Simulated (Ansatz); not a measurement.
Base system: TiC in the rock salt structure (space group Fm-3m, No. 225; a = 4.333 Å; relaxed with 0.1 eV smearing).

(Cell as relaxed with PBE.)

Levels (all Ansatz, a quantum-chemistry and plane-wave program, PAW, earlier PAW set): PBE (420 eV, scalar-relativistic without spin-orbit coupling); PBEsol (420 eV, spin-orbit coupling left out).

Each level relaxes its own structure.

```csv
base,PBE,PBEsol
volume per atom,10.17 Å³,9.89 Å³
lattice parameter a,4.333 Å,4.293 Å
band gap,zero,zero
```

It is then changed as follows: every lattice vector is shortened by 1.24 %, atoms relaxed at fixed cell.

```tsv
quantity	PBE	PBEsol
pressure	10.1 GPa	10.8 GPa
energy relative to the base (free energy F)	+11 meV/atom	+12 meV/atom
band gap	zero	zero
```

PBE's pressure lies 0.7 GPa below PBEsol's; PBE's energy relative to the base lies 0.4 meV/atom below PBEsol's; the two agree on the band gap. Neither level is exact; PBEsol is the comparison here, not a measurement.

The cells carry an imposed strain or load. Whether these cells are dynamically stable was not tested. All final runs are without spin polarisation.
